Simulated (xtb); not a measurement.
xtb 6.7.1, GFN1-xTB: Cc1csc(-c2cc3cc4sc(-c5c(F)c(F)cc(F)c5F)cc4cc3s2)c1, 38 atoms. The geometry is a generated start, not checked to be a minimum at this level.

| Quantity | Value |
|---|---|
| method | GFN1-xTB |
| --acc | 1 (default) |
| --etemp (K) | 300 (default) |
| detailed input (--input) | none: ANC optimiser, Lindh (1995) Hessian, microcycle=20, maxdispl=1.0, hlow=0.01 (default) |
| basis functions | 150 |
| valence electrons | 140 |

The structure is relaxed from this start with --opt LEVEL for the levels crude, sloppy, loose, lax, normal, tight, vtight, extreme, once each. Up to the end of the extreme run atoms move by at most 0.93 Å along an axis.

**Question.** What is the loosest level that ends within 20 meV of the extreme run, and how many cycles does it take?

**Answer.** sloppy: 14 cycles against 64, ending 7.3 meV above.

```
level    cycles  energy above the extreme run (meV)  gradient norm (eV/Å)
-------  ------  ----------------------------------  --------------------
crude         4                                  89                  0.37
sloppy       14                                 7.3                  0.16
loose        15                                 6.5                 0.084
lax          17                                 5.2                  0.12
normal       30                                 1.2                 0.015
tight        39                                0.41                0.0059
vtight       52                               0.042                0.0064
extreme      64                                   —               0.00091
```
